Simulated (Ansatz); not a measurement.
BaZrO3 (Pm-3m): ε∞ = 4.912, static ε₀ = 71.01, effective LO energy 61.9 meV, hole mass 2.07 mₑ (band masses from Ansatz (a quantum-chemistry and plane-wave program) with PBE, rigid bands, cell and atoms relaxed with PBE; dielectric constants and zone-centre modes from LDA run with Ansatz on its own relaxed cell).

Problem. Work out the Fröhlich coupling α = (1/ε∞ − 1/ε₀) √(m Ry/ħω_LO) and what it means for transport at 300 K.

Solution. 1/ε∞ − 1/ε₀ = 0.190 and √(m × 13.606 eV/ħω) = 21.3, so α = 4.04; in weak coupling the polaron mass is about m(1 + α/6). No mobility is given: intermediate coupling to a stiff mode, where neither simple mobility formula holds.

Model: isotropic Fröhlich coupling of one parabolic band to one effective longitudinal optical (LO) phonon, from the dielectric constants and phonon modes at the zone centre, chosen so that α equals the sum over the polar modes. Acoustic, nonpolar, intervalley and impurity scattering are left out, and they lower the mobility further; with several valleys or bands the averaged mass is a rough stand-in. Semilocal functionals tend to overestimate ε∞, which makes α low and the mobility high.
